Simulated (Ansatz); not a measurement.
Pair distribution function (Se-W) of WSe2 (2H layers), cell W32Se64, with the crystal as the starting point [in the run: it stayed crystalline; mean temperature 879 K (target 880 K); density 9.22 g/cm³, volume +2 % from the start crystal's; Γ point only, which a denser mesh shifts by -0.4 GPa in pressure and 0.04 eV/Å in forces], from MD at 879 K. Computed with PBE + D3(BJ), large-core Se (plane waves, PAW; Ansatz, an electronic-structure program). Volume per atom 20.53 Å³, mean pressure 0.1 GPa. 

```
r (Å) | g(r)
     1.62 |  0.00
     1.66 |  0.00
     1.70 |  0.00
     1.74 |  0.00
     1.78 |  0.00
     1.82 |  0.00
     1.86 |  0.00
     1.90 |  0.00
     1.94 |  0.00
     1.98 |  0.00
     2.02 |  0.00
     2.06 |  0.00
     2.10 |  0.00
     2.14 |  0.00
     2.18 |  0.00
     2.22 |  0.00
     2.26 |  0.00
     2.30 |  0.08
     2.34 | # 0.43
     2.38 | ##### 1.57
     2.42 | ########### 3.68
     2.46 | #################### 6.86
     2.50 | ############################ 9.34
     2.54 | ############################## 10.1
     2.58 | ########################### 9.12
     2.62 | #################### 6.73
     2.66 | ############ 4.16
     2.70 | ####### 2.38
     2.74 | #### 1.19
     2.78 | ## 0.56
     2.82 | # 0.20
     2.86 |  0.06
     2.90 |  0.02
     2.94 |  0.01
     2.98 |  0.00
     3.02 |  0.00
     3.06 |  0.00
     3.10 |  0.00
     3.14 |  0.00
     3.18 |  0.00
     3.22 |  0.00
     3.26 |  0.00
     3.30 |  0.00
     3.34 |  0.00
     3.38 |  0.00
     3.42 |  0.00
     3.46 |  0.00
     3.50 |  0.00
     3.54 |  0.00
     3.58 |  0.00
     3.62 |  0.00
     3.66 |  0.00
     3.70 |  0.01
     3.74 |  0.01
     3.78 |  0.03
     3.82 |  0.08
     3.86 | # 0.19
     3.90 | # 0.34
     3.94 | ## 0.55
     3.98 | ### 0.94
     4.02 | #### 1.39
     4.06 | ###### 1.88
     4.10 | ####### 2.23
     4.14 | ####### 2.47
     4.18 | ####### 2.41
     4.22 | ####### 2.31
     4.26 | ###### 2.02
     4.30 | ##### 1.57
     4.34 | ### 1.12
     4.38 | ## 0.72
     4.42 | # 0.44
     4.46 | # 0.26
     4.50 | # 0.17
     4.54 |  0.17
     4.58 | # 0.19
     4.62 | # 0.25
     4.66 | # 0.31
     4.70 | # 0.41
     4.74 | # 0.48
     4.78 | ## 0.52
     4.82 | ## 0.56
     4.86 | ## 0.52
     4.90 | ## 0.51
     4.94 | # 0.49
     4.98 | # 0.45
     5.02 | # 0.48
     5.06 | ## 0.61
     5.10 | ### 0.94
     5.14 | #### 1.38
     5.18 | ##### 1.83
```

Q: From these data, give where the first shell ends and the number of neighbours in it.

A: g is nil from 2.9 to 3.7 Å, so any cut there serves; 3.0 W round each Se and 6.0 Se round each W in the shell, from n = 4πρ∫r²g(r)dr.
